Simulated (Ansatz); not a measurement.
Base system: InP in the zinc blende structure (space group F-43m, No. 216; a = 5.8784 Å). Axes: x, y, z lie along the cube axes.

Calculations: Kohn–Sham DFT with the PBEsol functional, run in Ansatz (a quantum-chemistry and plane-wave program) with PAW and 420 eV plane waves, scalar-relativistic without spin-orbit coupling.

Modification: an isotropic linear strain of +0.50 %, atoms relaxed at fixed cell.

Task: Predict the stress tensor and what it implies for the stiffness.

Result: Stress of the strained cell less that of the base (GPa, compression positive):
```
  -0.96    0.00    0.00
   0.00   -0.96    0.00
   0.00    0.00   -0.96
```

Then B = −ΔP/(ΔV/V₀) with ΔV/V₀ = 0.0151 gives secant stiffness values (nonlinear terms included at this strain): B ≈ 64 GPa.

Stability against distortions was not tested.
